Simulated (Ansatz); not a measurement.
The starting structures come from a database of crystals and need not be the phases stable at ambient conditions.

 Where the default PAW files enter, the runs use the earlier of Ansatz's two default sets.

The decay constant κ of evanescent states in the gap governs leakage through a thin film.

Given:

```
CELL_PARAMETERS angstrom
      3.84085     0.00000     0.00000
      0.00000     3.87416     0.00000
      0.00000     0.00000    13.03732
ATOMIC_POSITIONS crystal
  Ta 0.00000 0.02271 0.14580
  Ta 0.00000 0.02271 0.85420
  Ta 0.50000 0.97729 0.35420
  Ta 0.50000 0.97729 0.64580
  O  0.50000 0.00206 0.18523
  O  0.50000 0.00206 0.81477
  O  0.00000 0.99794 0.31477
  O  0.00000 0.99794 0.68523
  O  0.00000 0.50765 0.85107
  O  0.00000 0.50765 0.14893
  O  0.50000 0.49235 0.64893
  O  0.50000 0.49235 0.35107
  O  0.50000 0.99500 0.50000
  O  0.00000 0.00500 0.00000
```

Space group of this cell: Pmmn. The cell is taken as given; by LDA its mean pressure is -5.9 GPa.

Transport runs along the normal of the first two printed cell vectors.

The gap is the functional's own, uncorrected, and κ follows it; spin-orbit coupling is left out. Mid-gap values are interpolated between the computed energies.

Give the band gap and the smallest decay constant κ at mid-gap that LDA (Ansatz, a program for electronic structure) yields.

Gap 2.23 eV on a 8×8×4 mesh; κ = 0.328 1/Å, at (0.500, 0.500) of the in-plane reciprocal vectors. At the zone centre, at the nearest computed energy, the slowest state has κ = 0.47 1/Å.
